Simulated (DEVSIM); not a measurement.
Device: abrupt Si p-n junction, at 350 K.

Layer 1 from the left is Si, thickness (μm) 40.0, Na (cm⁻³) 5.2e17, τn (s) 0.0003, τp (s) 0.0003. Layer 2 from the left is Si, thickness (μm) 0.780, Nd (cm⁻³) 1.9e15, τn (s) 0.0003, τp (s) 0.0003.

Left contact: ohmic. Right contact: ohmic. Voltage is applied to the left contact. Recombination: SRH at mid-gap, radiative. Mobility is constant in doping.

This is a model device: material constants are rounded textbook-type values typed into the input, and sizes, dopings and lifetimes were drawn at random. Values at 300 K; Nc and Nv go as T^1.5, mobilities as T to minus their exponent, the gap by Varshni's rule with the affinity fixed.

Si: gap (eV) 1.124, affinity (eV) 4.05, permittivity 11.7, Nc (cm⁻³) 2.86e19, Nv (cm⁻³) 3.1e19, μn (cm²/Vs) 1417, μp (cm²/Vs) 470, T exponent of μn 2.3, T exponent of μp 2.2, B (cm³/s) 4.7e-15, Varshni α (eV/K) 0.000473, Varshni β (K) 636.

Model (solved in DEVSIM): 1D drift-diffusion, Boltzmann statistics, complete ionisation; no tunnelling, impact ionisation, image-force lowering or self-heating.

Q: What does the simulation give for the dark forward voltage at 100 A/cm², the dark forward voltage at 1 A/cm², the largest field in the device at zero bias?

A: dark forward voltage at 100 A/cm² 0.572 V; dark forward voltage at 1 A/cm² 0.387 V; largest field in the device at zero bias 45000 V/cm.
